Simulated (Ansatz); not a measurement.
CsCl-type CuZn, treated with PBEsol-D3(BJ) (plane waves, PAW; Ansatz, a quantum-chemistry and plane-wave program).

Numerical settings: plane-wave cutoff 520 eV, 18×18×18 k mesh, Fermi–Dirac smearing 0.05 eV, no spin polarisation, scalar-relativistic PAW data made under PBE.

Energies at three volumes about the minimum:

```csv
V (Å³/atom),E − E_lowest (meV/atom)
11.519,2.71
11.754,0.00
11.989,1.90
```

Q: Fit a parabola by hand: where is the minimum, what lattice constant follows, and what is the bulk modulus?

A: Slopes: (0.00 − 2.71)/(11.754 − 11.519) = -11.532 and (1.90 − 0.00)/(11.989 − 11.754) = 8.085 meV/Å³. Curvature E″ = 2 × (8.085 − (-11.532))/(11.989 − 11.519) = 83.477 meV/Å⁶. From the middle of the first interval, the slope vanishes at V0 = 11.6365 − (-11.532)/83.477 = 11.775 Å³/atom. B = V0 E″ = 11.775 × 83.477 meV/Å³ × 0.1602 GPa per meV/Å³ = 157 GPa. With 2 atoms in the cube, a = (2 × 11.775)^(1/3) = 2.866 Å. The full Birch–Murnaghan fit to all volumes gives V0 = 11.770 Å³/atom and B0 = 156 GPa.

Measured, for comparison: bulk modulus 116 GPa (temperature not stated, not corrected to a static lattice; as tabulated in Nepal et al. (2020), arXiv:2007.11150); lattice constant a 2.958 Å (temperature not stated, not corrected to a static lattice; as tabulated in First-Principles Study on the Electrical and Thermal Conductivities of Cu–Zn …). Computed (rounded) less measured: bulk modulus +34 %.
